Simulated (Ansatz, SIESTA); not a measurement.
**BaIn4 (I4/mmm, 5 atoms in the cell) computed with different codes at matched settings**

Self-consistent single point.

```
CELL_PARAMETERS angstrom
     -2.57318     2.57318     6.17382
      2.57318    -2.57318     6.17382
      2.57318     2.57318    -6.17382
ATOMIC_POSITIONS crystal
  Ba 0.00000 0.00000 0.00000
  In 0.75000 0.25000 0.50000
  In 0.25000 0.75000 0.50000
  In 0.61779 0.61779 0.00000
  In 0.38221 0.38221 0.00000
```

Shared settings, as Ansatz (a first-principles code) writes them: kpoints.mp_grid.grid = 5 5 5; magnetization.spin_orbit = true; scf.occupations.method = gaussian; scf.occupations.width = 0.02 Ry. Potentials and cutoffs stand in the table.

```tsv
code	model	pressure (GPa)	largest force (eV/Å)	cutoff
SIESTA	GGA PBEsol with spin-orbit coupling, numerical atomic orbitals DZP, PseudoDojo PBEsol fully relativistic norm-conserving potentials (rewritten from UPF to PSML)	–	0.022	grid 300 Ry
Ansatz	PBEsol with spin-orbit coupling, PAW files made with PBE	-3.50	0.063	default
```

A dash marks a value that a program does not give, or that is left out as unsure.

The spread over the programs that give each value: largest force within 0.041 eV/Å.

SIESTA uses small atom-centred bases, whose incompleteness enters pressures, forces and empty levels differently from a plane-wave cutoff.

The starting cell comes from a database of computed structures (which also holds hypothetical and non-ambient phases and stackings), without a prior relaxation at this level. Its lattice was rescaled by a random factor within 2.5 % of one.

Left out of this page: Elk (not drawn, or without a comparable value).

Keys are those of Ansatz 0.2.
